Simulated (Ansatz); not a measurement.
Input and output of a self-consistent single point for TiSi2 (Cmcm, 6 atoms in the cell) (Ansatz, a program for electronic structure).

Computed with PBEsol, default PAW files made with PBE (plane waves; Ansatz).

```xyz
6
Lattice="1.7978 -6.8843 0.0000 1.7978 6.8843 0.0000 0.0000 0.0000 3.6311" Properties=species:S:1:pos:R:3 pbc="T T T"
Ti     1.7978    -5.4645     2.7233
Ti     1.7978     5.4645     0.9078
Si     1.7978    -0.8020     2.7233
Si     1.7978     0.8020     0.9078
Si     1.7978     3.4464     2.7233
Si     1.7978    -3.4464     0.9078
```

Reference input (self-consistent single point, DFT, PBE, plane waves, default PAW files): kpoints.mp_grid.grid = 7 7 7; hamiltonian.xc = pbe; hamiltonian.pseudopotentials = {kind: paw} (the program's default PAW files); scf.occupations.method = fermi_dirac; scf.occupations.width = 0.0073 Ry. This run's input differs from it in these lines:

Ansatz 0.2 input:
```diff
@@ -16,3 +16,3 @@
 hamiltonian:
-  xc: pbe
+  xc: pbesol
   pseudopotentials: { kind: paw }
```

Output (repeated stretches shortened):

```
SCF iter   1: F=—  HF=-7437.642853 eV  |F-HF|=—  |Δ(HF+E_count)|=         —  Δρ=4.77e-3  dr2=4.00e-2  ethr=1.77e-3  ⟨swp⟩=6.2  Hψ=8271  notcnv=0
all-band conjugate gradients solve this SCF's bands
preconditioner: auto → Kerker (q_TF=auto, 2.384 Å⁻¹)
SCF iter   2: F=—  HF=-7437.637693 eV  |F-HF|=—  |Δ(HF+E_count)|=   5.16e-3  Δρ=2.47e-3  dr2=1.10e-2  ethr=1.00e-4  ⟨swp⟩=1.0  Hψ=2178  notcnv=0
SCF iter   3: F=—  HF=-7437.635840 eV  |F-HF|=—  |Δ(HF+E_count)|=   1.85e-3  Δρ=3.77e-4  dr2=4.05e-4  ethr=2.75e-5  ⟨swp⟩=2.5  Hψ=2295  notcnv=0
SCF iter   4: F=—  HF=-7437.635770 eV  |F-HF|=—  |Δ(HF+E_count)|=   6.95e-5  Δρ=1.23e-4  dr2=2.49e-5  ethr=1.01e-6  ⟨swp⟩=2.1  Hψ=2103  notcnv=0
SCF iter   5: F=—  HF=-7437.635735 eV  |F-HF|=—  |Δ(HF+E_count)|=   3.50e-5  Δρ=3.34e-5  dr2=1.91e-6  ethr=6.22e-8  ⟨swp⟩=2.1  Hψ=2243  notcnv=0
SCF iter   6: F=-7437.635735 eV  HF=-7437.635735 eV  |F-HF|=4.48e-8  |Δ(HF+E_count)|=   2.71e-7  Δρ=7.88e-6  dr2=7.59e-8  ethr=2.50e-10  ⟨swp⟩=4.2  Hψ=7554  notcnv=0
SCF 1 converged in 6 iterations: F = -7437.635735 eV  dr2 = 7.59e-8
Free energy (F): -7437.635735 eV
Internal energy: -7437.577417 eV  (E = F + TS)
E sigma→0 (E₀):  -7437.606576 eV
Entropy (-TS):   -0.058318 eV (-9.720 meV/atom)
Fermi energy:    12.052441 eV
--- Forces (eV/Å), atoms counted from 1 ---
  atom   1  Ti     0.00000000     0.12876271     0.00000000
  atom   2  Ti     0.00000000    -0.12876271     0.00000000
  atom   3  Si     0.00000000    -0.03115207     0.00000000
  atom   4  Si     0.00000000     0.03115207     0.00000000
  atom   5  Si     0.00000000     0.00328613     0.00000000
  atom   6  Si     0.00000000    -0.00328613     0.00000000
--- Stress (GPa, compression-positive) ---
       -8.940558       0.000000       0.000000
        0.000000      -8.392709       0.000000
        0.000000       0.000000      -9.497447
  P = ⅓ Tr σ = -8.9436 GPa (-89.436 kbar)
  The stress holds the Pulay correction. Without it, at fixed plane waves, as pw.x and ABINIT print it: P = -8.9696 GPa
```

The run converged in 6 iterations. Against the reference run the pressure goes from -5.24 to -8.94 GPa and the largest force moves little (0.131 to 0.129 eV/Å).

The starting cell comes from a database of computed structures (which also holds hypothetical and non-ambient phases and stackings), without a prior relaxation at this level. Its lattice was rescaled by a random factor within 2.5 % of one. Spin polarisation is off. With a pressure of about -9 GPa the cell is away from its equilibrium volume at this level. Ansatz's pressure includes its estimate of the finite-basis (Pulay) stress.
